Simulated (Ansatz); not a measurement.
## InAs: element substitutions

Consider InAs in the zinc blende structure (space group F-43m, No. 216; a = 6.087 Å).

Each row replaces one element on all its sites; cell and atoms are relaxed.

The values are results of Ansatz (an electronic-structure program) PBEsol, no spin-orbit coupling, not measurements.

Question: Only one of these has a band gap. Which?
(A) As → Ru
(B) In → Ga
(C) In → Cd

Answer: B, In → Ga. Computed: In → Cd: zero; As → Ru: zero; In → Ga: 0.42 eV

No phonon test of stability was made. As relaxed here, CdAs and InRu are hypothetical phases, not in the database extracts checked. The final runs are not spin-polarised. An odd electron count without spin: CdAs and InRu. InRu has a high density of states at the Fermi level and may be magnetic at this level. The zero or small gap of InAs can change with the level of theory.
